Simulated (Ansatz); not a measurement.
Here is the system:

End structure of the (31-42) surface of hcp Os in its 1x1 cell, outermost plane spacing 0.21 Å in the ideal cut:

```yaml
crystal:
  lattice:
    - [6.45363, 0.00000, 0.00000]
    - [-0.59896, 6.99116, 0.00000]
    - [0.00000, 0.00000, 26.50000]
  atoms:
    - { symbol: Os, position: [0.45430, 0.83818, 0.31053] }
    - { symbol: Os, position: [0.04989, 0.75374, 0.31842] }
    - { symbol: Os, position: [0.21157, 0.10694, 0.33353] }
    - { symbol: Os, position: [0.80608, 0.03876, 0.33865] }
    - { symbol: Os, position: [0.96700, 0.39529, 0.35367] }
    - { symbol: Os, position: [0.55711, 0.33072, 0.36239] }
    - { symbol: Os, position: [0.71713, 0.68940, 0.37677] }
    - { symbol: Os, position: [0.31271, 0.62018, 0.38284] }
    - { symbol: Os, position: [0.47547, 0.97944, 0.40036] }
    - { symbol: Os, position: [0.05778, 0.90986, 0.40816] }
    - { symbol: Os, position: [0.22842, 0.27318, 0.42378] }
    - { symbol: Os, position: [0.81313, 0.19761, 0.43220] }
    - { symbol: Os, position: [0.98409, 0.55605, 0.44768] }
    - { symbol: Os, position: [0.56663, 0.48515, 0.45602] }
    - { symbol: Os, position: [0.73706, 0.84487, 0.47216] }
    - { symbol: Os, position: [0.32028, 0.77468, 0.47994] }
    - { symbol: Os, position: [0.48973, 0.13411, 0.49613] }
    - { symbol: Os, position: [0.07509, 0.06430, 0.50387] }
    - { symbol: Os, position: [0.24454, 0.42374, 0.52006] }
    - { symbol: Os, position: [0.82775, 0.35354, 0.52784] }
    - { symbol: Os, position: [0.99819, 0.71327, 0.54398] }
    - { symbol: Os, position: [0.58073, 0.64236, 0.55232] }
    - { symbol: Os, position: [0.75169, 0.00080, 0.56780] }
    - { symbol: Os, position: [0.33640, 0.92523, 0.57622] }
    - { symbol: Os, position: [0.50704, 0.28856, 0.59184] }
    - { symbol: Os, position: [0.08935, 0.21898, 0.59964] }
    - { symbol: Os, position: [0.25211, 0.57823, 0.61716] }
    - { symbol: Os, position: [0.84769, 0.50902, 0.62323] }
    - { symbol: Os, position: [0.00771, 0.86770, 0.63761] }
    - { symbol: Os, position: [0.59782, 0.80312, 0.64633] }
    - { symbol: Os, position: [0.75874, 0.15965, 0.66135] }
    - { symbol: Os, position: [0.35324, 0.09148, 0.66647] }
    - { symbol: Os, position: [0.51493, 0.44467, 0.68158] }
    - { symbol: Os, position: [0.11052, 0.36024, 0.68947] }
```

Slab: 34 atoms, 10.3 Å thick at the start (thin: gaps and levels are the slab's own); k 6x6x1, smearing 0.1 eV, dipole-corrected; single point; on the structure that PBE left under its start's symmetry; no spin, no spin-orbit, no U.

Estimate the surface energy (mean of both faces) that r2SCAN, at the PBE geometry (Ansatz, a first-principles code) returns for this input.

4.16 J/m²

What is the computed work function of the top face (r2SCAN, at the PBE geometry)?

4.90 eV
